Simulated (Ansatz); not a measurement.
**HfS2: uniaxial strain ε_zz = +0.50 %**

The parent structure is HfS₂ in the CdI2 type structure (space group P-3m1, No. 164; a = 3.5475 Å, c = 5.5768 Å; layered, stacked along the Cartesian z axis). Axes: x lies along a and z along c of the hexagonal cell.

Now apply this change: uniaxial strain ε_zz = +0.50 %, all other strain components held at zero; the atoms relax in the strained cell.

All numbers come from PBEsol-D3(BJ), PAW, 420 eV (Ansatz, an electronic-structure program; without spin-orbit coupling). Γ-centred 11×11×6 mesh, Fermi–Dirac width 0.05 eV.

| quantity | base | changed | shift |
|---|---|---|---|
| volume per atom | 20.26 Å³ | 20.36 Å³ | +0.10 Å³ |
| space group | P-3m1 (No. 164) | P-3m1 (No. 164) | – |
| shortest interatomic distance | 2.516 Å | 2.516 Å | +0.0008 Å |
| energy relative to the base (free energy F) | 0 meV/atom | +0.1 meV/atom | +0.1 meV/atom |
| pressure (mean of the normal stresses, compression positive) | 0.01 GPa | -0.14 GPa | -0.143 GPa |
| band gap | 0.45 eV | 0.48 eV | +0.03 eV |
| gap character | indirect, Γ → L | indirect, Γ → L | – |
| smallest direct gap | 1.50 eV | 1.52 eV | +0.02 eV |
| width of the top valence band | 2.39 eV | 2.36 eV | -0.03 eV |
| valence-band top at Γ (three highest levels, from the VBM) | 0.00, -0.29, -0.29 eV | 0.00, -0.25, -0.25 eV | – |
| stress (xx, yy, zz, yz, xz, xy; compression positive) | – | (-0.05, -0.05, -0.32, 0.00, 0.00, 0.00) GPa | – |

Final structure:

```yaml
crystal:
  lattice:
    - [3.54747, 0.00000, 0.00000]
    - [-1.77373, 3.07220, 0.00000]
    - [0.00000, 0.00000, 5.60473]
  atoms:
    - { symbol: Hf, position: [0.00000, 0.00000, 0.00000] }
    - { symbol: S, position: [0.66667, 0.33333, 0.26083] }
    - { symbol: S, position: [0.33333, 0.66667, 0.73917] }
```

With Hf present, leaving out spin-orbit coupling can change the band edges. Stability against distortions was not tested.
